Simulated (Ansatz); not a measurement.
Data:

End structure of a constructed model of the (110) surface of bcc W, p(2x2) surface alloy, Sn on one W site of the top plane (bottom of the slab: a bare face, its two planes held):

```yaml
crystal:
  lattice:
    - [5.51535, 0.00000, 0.00000]
    - [-1.83845, 5.19992, 0.00000]
    - [0.00000, 0.00000, 27.50000]
  atoms:
    - { symbol: W, position: [0.25000, 0.25000, 0.29593] }
    - { symbol: W, position: [0.25000, 0.75000, 0.29593] }
    - { symbol: W, position: [0.75000, 0.25000, 0.29593] }
    - { symbol: W, position: [0.75000, 0.75000, 0.29593] }
    - { symbol: W, position: [0.50000, 0.50000, 0.37781] }
    - { symbol: W, position: [0.50000, 0.00000, 0.37781] }
    - { symbol: W, position: [0.00000, 0.50000, 0.37781] }
    - { symbol: W, position: [0.00000, 0.00000, 0.37781] }
    - { symbol: W, position: [0.74964, 0.74964, 0.45969] }
    - { symbol: W, position: [0.75095, 0.24905, 0.45984] }
    - { symbol: W, position: [0.24905, 0.75095, 0.45984] }
    - { symbol: W, position: [0.25036, 0.25036, 0.45969] }
    - { symbol: W, position: [0.00000, 0.00000, 0.54225] }
    - { symbol: W, position: [0.00000, 0.50000, 0.54136] }
    - { symbol: W, position: [0.50000, 0.00000, 0.54136] }
    - { symbol: W, position: [0.50000, 0.50000, 0.54093] }
    - { symbol: W, position: [0.24890, 0.24890, 0.62351] }
    - { symbol: W, position: [0.25573, 0.74427, 0.62364] }
    - { symbol: W, position: [0.74427, 0.25573, 0.62364] }
    - { symbol: W, position: [0.75110, 0.75110, 0.62351] }
    - { symbol: Sn, position: [0.50000, 0.50000, 0.72727] }
    - { symbol: W, position: [0.50000, 0.00000, 0.70117] }
    - { symbol: W, position: [0.00000, 0.50000, 0.70117] }
    - { symbol: W, position: [0.00000, 0.00000, 0.70131] }
```

Set-up: 24 atoms, 11.2 Å thick at the start; mesh 7x7x1; 0.1 eV smearing; dipole correction on; 8 atoms held, the rest relaxed; start symmetry kept, larger cells not searched; no spin, no spin-orbit, no U. It is one candidate, not shown to be the stable structure of the face.

### Question
Estimate the work function of the top face that PBE run with Ansatz (an electronic-structure program) returns for this input.

### Answer
4.37 eV
